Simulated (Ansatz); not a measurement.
The starting structures come from a database of crystals and need not be the phases stable at ambient conditions.

Data:

```
CELL_PARAMETERS angstrom
      3.44382     0.00000     0.00000
      0.00000     3.44382     0.00000
      1.72191     1.72191     2.43515
ATOMIC_POSITIONS crystal
  Be 0.00000 0.00000 0.00000
  S  0.25000 0.75000 0.50000
```

The cell is taken as given.

Transport runs along the normal of the first two printed cell vectors, the (001) plane of the conventional cell.

The gap is the functional's own. No spin-orbit coupling. Mid-gap values are those at the computed energy nearest the middle.

Task: Estimate the band gap and the smallest decay constant κ at mid-gap that r2SCAN (Ansatz, a first-principles code) returns for this system.

Result: Gap 3.59 eV on a 12×12×12 mesh; κ = 0.329 1/Å, at the zone centre.
